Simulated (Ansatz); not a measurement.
Defect: Ta vacancy in bcc Ta, neutral cell. Level of theory: PBE, PAW (plane waves to 420 eV; Ansatz, a first-principles code).

Cell of 36 host sites held at the relaxed PBE lattice; a 2×2×3 k-point mesh shifted by half a step; Fermi-Dirac width 0.10 eV, spin-restricted; finite-size errors left in. No zero-point or tunnelling terms. Spin-orbit coupling is left out. Forms of the defect that were not tried may lie lower.

Barriers: single points on a 3×3×4 k-point mesh shifted by half a step at the bands' geometries.

The step: one Ta atom jumps into the vacancy from a nearby Ta site. Atoms about the jump, Cartesian Å from the middle of the jump, before and after:

```json
[
 {"atom": "Ta1", "x0": "0.76", "y0": "-0.76", "z0": "0.77", "x1": "-0.76", "y1": "0.76", "z1": "-0.77"},
 {"atom": "Ta2", "x0": "-0.84", "y0": "0.84", "z0": "2.49", "x1": "-0.76", "y1": "0.76", "z1": "2.44"},
 {"atom": "Ta3", "x0": "0.76", "y0": "-0.76", "z0": "-2.44", "x1": "0.84", "y1": "-0.84", "z1": "-2.49"},
 {"atom": "Ta4", "x0": "-2.44", "y0": "-0.76", "z0": "0.77", "x1": "-2.56", "y1": "-0.84", "z1": "0.83"},
 {"atom": "Ta5", "x0": "2.56", "y0": "0.84", "z0": "-0.83", "x1": "2.44", "y1": "0.76", "z1": "-0.77"},
 {"atom": "Ta6", "x0": "-0.84", "y0": "-2.56", "z0": "-0.83", "x1": "-0.76", "y1": "-2.44", "z1": "-0.77"},
 {"atom": "Ta7", "x0": "0.76", "y0": "2.44", "z0": "0.77", "x1": "0.84", "y1": "2.56", "z1": "0.83"},
 {"atom": "Ta8", "x0": "2.47", "y0": "-2.47", "z0": "-0.83", "x1": "2.44", "y1": "-2.44", "z1": "-0.77"},
 {"atom": "Ta9", "x0": "-2.44", "y0": "2.44", "z0": "0.77", "x1": "-2.47", "y1": "2.47", "z1": "0.83"},
 {"atom": "Ta10", "x0": "-0.84", "y0": "-2.46", "z0": "2.49", "x1": "-0.76", "y1": "-2.44", "z1": "2.44"},
 {"atom": "Ta11", "x0": "2.46", "y0": "0.84", "z0": "2.48", "x1": "2.44", "y1": "0.76", "z1": "2.44"},
 {"atom": "Ta12", "x0": "-2.44", "y0": "-0.76", "z0": "-2.44", "x1": "-2.46", "y1": "-0.84", "z1": "-2.49"},
 {"atom": "Ta13", "x0": "0.76", "y0": "2.44", "z0": "-2.44", "x1": "0.84", "y1": "2.46", "z1": "-2.48"}
]
```

Q: Where do these atoms stand at the saddle point, and how high is it?

A: 
| atom | x | y | z |
|---|---|---|---|
| Ta1 | 0.00 | 0.00 | -0.01 |
| Ta2 | -0.82 | 0.82 | 2.51 |
| Ta3 | 0.82 | -0.82 | -2.53 |
| Ta4 | -2.56 | -0.82 | 0.83 |
| Ta5 | 2.55 | 0.82 | -0.85 |
| Ta6 | -0.83 | -2.55 | -0.85 |
| Ta7 | 0.82 | 2.55 | 0.83 |
| Ta8 | 2.42 | -2.42 | -0.82 |
| Ta9 | -2.42 | 2.42 | 0.80 |
| Ta10 | -0.80 | -2.44 | 2.42 |
| Ta11 | 2.43 | 0.80 | 2.42 |
| Ta12 | -2.44 | -0.80 | -2.44 |
| Ta13 | 0.80 | 2.44 | -2.44 |
It lies 0.81 eV above the start and 0.81 eV above the end. The saddle point's order was not checked, and it lies on a symmetry element of the cell, where a band can be held.
